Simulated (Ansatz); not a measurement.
Input:

```xyz
2
Lattice="0.0000 2.8374 2.8374 2.8374 0.0000 2.8374 2.8374 2.8374 0.0000" Properties=species:S:1:pos:R:3 pbc="T T T"
Al     0.0000     0.0000     0.0000
As     4.2561     4.2561     4.2561
```

Method: HSE06, rigid bands (plane waves, PAW, scalar-relativistic; Ansatz, an electronic-structure program). Geometry: cell and atoms relaxed with PBEsol.

Predict the electron conductivity mass (n e² τ/σ) at 300 K, by direction if it differs.

0.32 mₑ.

And the band gap?

2.09 eV at this level.

Rigid bands, one relaxation time for all states, no polarons. Spin-orbit coupling is left out; where it splits the top of the valence band it changes the hole mass and lowers the gap by about a third of the splitting. Geometry: cell and atoms relaxed with PBEsol.
